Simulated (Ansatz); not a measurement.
Given:

```
ZnS
1.0
    0.00000     2.78976     2.78976
    2.78976     0.00000     2.78976
    2.78976     2.78976     0.00000
Zn S
1 1
Cartesian
  0.00000   0.00000   0.00000
  1.39488   1.39488   1.39488
```

No spin polarisation.

Calculations: PBE in Ansatz (plane waves to 420 eV, PAW, no spin-orbit coupling). k-mesh 10×10×10 (Γ-centred); smearing 0.05 eV (Fermi–Dirac).

**Question.** What is the computed gap character?

**Answer.** Direct at Γ.

**Question.** Estimate the pressure.

**Answer.** -4.36 GPa.

**Question.** Estimate the band gap.

**Answer.** 1.70 eV.

**Question.** What width of the top valence band does the calculation give?

**Answer.** 2.31 eV.

The cells carry an imposed strain or load. Stability against distortions was not tested. The cell was made from ZnS in the zinc blende structure (space group F-43m, No. 216) by this change: isotropic strain +2.50 %.

Ansatz is a first-principles code.
